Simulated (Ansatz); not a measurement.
**A self-consistent single point of Ca3BiN (Pm-3m, 5 atoms in the cell) with Ansatz (a first-principles code)**

Method: LDA (PW92), default PAW files made with PBE (plane waves; Ansatz).

Input as run:

Ansatz 0.2 input:
```yaml
# Ca3BiN
crystal:
  lattice:
    - [4.915051, 0.000000, 0.000000]
    - [0.000000, 4.915051, 0.000000]
    - [0.000000, 0.000000, 4.915051]
  atoms:
    - { symbol: Ca, position: [0.500000, 0.000000, 0.500000] }
    - { symbol: Ca, position: [0.000000, 0.500000, 0.500000] }
    - { symbol: Ca, position: [0.500000, 0.500000, 0.000000] }
    - { symbol: Bi, position: [0.000000, 0.000000, 0.000000] }
    - { symbol: N, position: [0.500000, 0.500000, 0.500000] }
basis:
  ecutwfc: 420.0
kpoints:
  mp_grid: { grid: [5, 5, 5] }
hamiltonian:
  xc: lda
  pseudopotentials: { kind: paw }
scf:
  occupations: { method: fermi_dirac, width: 0.02 }
output:
  forces: true
  eigenvalues: true
  stress: true
```

Log, with long lists cut:

```
WARN ansatz: RAYON_NUM_THREADS=1 ignored (pool sized by the plan → 1); use --threads N
Pseudopotentials: kind: paw
Pseudopotential: Ca, paw, valence charge 10
Pseudopotential: Bi, paw, valence charge 15
Pseudopotential: N, paw, valence charge 5
Crystal: 5 atoms, lattice volume = 118.736 Å³
Basis set: ecut = 420 eV, 2325 PW (Γ)
Bands: 30, of which v1, the nominal top of the filled ones, is band 25 counted from 1 (24 counted from 0)
Symmetry: 48 space group operations
Space group: Pm-3m (ITA 221), of the structure as read, at distance tolerance 4.9e-5 Å
k-points: 10 of 125
PAW frozen core: Ca, regenerated for the run's functional, and the local potential with it
PAW frozen core: Bi, regenerated for the run's functional, and the local potential with it
PAW frozen core: N, regenerated for the run's functional, and the local potential with it
Initial density: superposition of atomic densities (neutral atoms: chi_scale 0, normalization atom), corrected by the library's trained network
Initial wavefunctions: pseudopotential atomic-orbital guess
Eigensolver: davidson
Functional: x = slater, c = lda
SCF iter   1: F=—  HF=-17783.377296 eV  |F-HF|=—  |Δ(HF+E_count)|=         —  Δρ=6.85e-3  dr2=6.15e-2  ethr=1.77e-3  ⟨swp⟩=9.8  Hψ=1519  notcnv=0
all-band conjugate gradients solve this SCF's bands
preconditioner: auto → Resta (q_TF=auto, 2.362 Å⁻¹)
SCF iter   2: F=—  HF=-17783.369566 eV  |F-HF|=—  |Δ(HF+E_count)|=   7.73e-3  Δρ=4.15e-3  dr2=1.81e-2  ethr=1.23e-4  ⟨swp⟩=2.3  Hψ=509  notcnv=0  defer=8
SCF iter   3: F=—  HF=-17783.366449 eV  |F-HF|=—  |Δ(HF+E_count)|=   3.12e-3  Δρ=1.73e-3  dr2=2.34e-3  ethr=3.62e-5  ⟨swp⟩=2.1  Hψ=416  notcnv=0  defer=8
SCF iter   4: F=—  HF=-17783.366092 eV  |F-HF|=—  |Δ(HF+E_count)|=   3.57e-4  Δρ=4.12e-4  dr2=9.80e-5  ethr=4.68e-6  ⟨swp⟩=2.0  Hψ=367  notcnv=0  defer=8
SCF iter   5: F=—  HF=-17783.366107 eV  |F-HF|=—  |Δ(HF+E_count)|=   1.48e-5  Δρ=6.72e-5  dr2=3.61e-6  ethr=1.96e-7  ⟨swp⟩=2.2  Hψ=542  notcnv=0  defer=8
SCF iter   6: F=—  HF=-17783.366108 eV  |F-HF|=—  |Δ(HF+E_count)|=   8.91e-7  Δρ=1.28e-5  dr2=1.46e-7  ethr=7.23e-9  ⟨swp⟩=2.0  Hψ=321  notcnv=0  defer=8
SCF iter   7: F=-17783.366108 eV  HF=-17783.366108 eV  |F-HF|=1.05e-9  |Δ(HF+E_count)|=   5.57e-8  Δρ=2.40e-6  dr2=4.66e-9  ethr=2.00e-10  ⟨swp⟩=8.6  Hψ=1232  notcnv=0
SCF 1 converged in 7 iterations: F = -17783.366108 eV  dr2 = 4.66e-9
SCF converged after 7 iterations
Free energy (F): -17783.366108 eV
Harris-Foulkes:  -17783.366108 eV  (|F-HF|=1.05e-9)
Internal energy: -17783.366106 eV  (E = F + TS)
E sigma→0 (E₀):  -17783.366107 eV
Entropy (-TS):   -0.000002 eV (-0.000 meV/atom)
Fermi energy:    8.843368 eV
--- Per-component energies (eV) ---
  E_band       = -478.384928
  E_kinetic    = 1267.371855
  E_local      = -3764.272603  (includes V_loc(G=0)·N_el)
  E_nonlocal   = 808.914927
  E_hartree    = 1224.342464
  E_xc         = -616.478540
  E_vxc        = -732.028433  (∫ρ·V_xc dr)
  E_paw        = -12919.919295  (= ΣΔE_a)
  E_vpaw       = -507.053310  (= ΣTr[D̂ρ^β])
  E_aug_tail   = -0.000484  (compensation charges beyond the density's cutoff)
  E_ewald      = -3784.249086
  E_core_change = 0.924657  (= ΣΔE_core)
  E_smearing   = -0.000002  (= −TS)
  E_closure    = -0.000000  (closes the sum)
  Σ components = -17783.366108   (vs F -17783.366108, Δ=0.00e0)
--- Forces (eV/Å), atoms counted from 1 ---
  atom   1  Ca    -0.00000000    -0.00000000     0.00000000
   [... zero for the other atoms too ...]
  max |Σ_I F_I| component: 4.55e-29 eV/Å
--- Stress (GPa, compression-positive) ---
       -4.586350       0.000000       0.000000
        0.000000      -4.586350      -0.000000
        0.000000       0.000000      -4.586350
  P = ⅓ Tr σ = -4.5864 GPa (-45.864 kbar)
  The stress holds the Pulay correction. Without it, at fixed plane waves, as pw.x and ABINIT print it: P = -4.6954 GPa
--- Band table (eV; the first three rows and the last of 10) ---
  k-point 0: bands = ["-31.5232", "-31.4514", "-31.4514", "-13.1401", "-13.1401", "-13.1401", "-13.1353", "-13.1353", "-12.9708", "-12.9708", "-12.9708", "-12.8319", "-12.8319", "-12.8319", "-12.5410", "-12.5410", "-12.5410", "-3.4392", "-1.8166", [...]
  k-point 1: bands = ["-31.5171", "-31.4574", "-31.4513", "-13.1617", "-13.1617", "-13.1474", "-13.1401", "-13.1343", "-12.9538", "-12.9403", "-12.9403", "-12.8298", "-12.8298", "-12.8217", "-12.5784", "-12.5514", "-12.5514", "-3.3269", "-1.7491", [...]
  k-point 2: bands = ["-31.5030", "-31.4712", "-31.4512", "-13.1892", "-13.1892", "-13.1655", "-13.1400", "-13.1324", "-12.9165", "-12.8838", "-12.8838", "-12.8405", "-12.8405", "-12.8065", "-12.6485", "-12.5687", "-12.5687", "-3.1348", "-1.6364", [...]
  k-point 9: bands = ["-31.4793", "-31.4724", "-31.4724", "-13.1598", "-13.1528", "-13.1528", "-13.1337", "-13.1337", "-13.0097", "-12.9857", "-12.9857", "-12.9813", "-12.7366", "-12.7349", "-12.7349", "-12.4684", "-12.4684", "-2.5948", "-1.4896", [...]
```

The run converged in 7 iterations.

The starting cell comes from a database of computed structures (which also holds hypothetical and non-ambient phases and stackings), without a prior relaxation at this level. Its lattice was rescaled by up to half a per cent. Spin-orbit coupling is off. With a pressure of about -5 GPa the cell is away from its equilibrium volume at this level. Ansatz's pressure includes its estimate of the finite-basis (Pulay) stress.
